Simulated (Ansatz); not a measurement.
Start from MgSe in the rock salt structure (space group Fm-3m, No. 225; a = 5.508 Å).

The values are results of PBE in Ansatz (plane waves to 420 eV, PAW, without spin-orbit coupling), earlier PAW set, not measurements.

Base values:

The volume per atom is 20.89 Å³. The smallest direct gap comes out as 2.40 eV.

Now apply this change: a hydrostatic pressure of 0.7 GPa.

What does the calculation give for the volume per atom and smallest direct gap after the change?

The volume per atom drops by 0.236 Å³ (20.89 Å³ → 20.66 Å³); the smallest direct gap goes up by 0.07 eV to 2.47 eV.

Load acts through the strain it causes; cell and atoms are relaxed under it. No phonon test of stability was made.

Ansatz is a quantum-chemistry and plane-wave program.
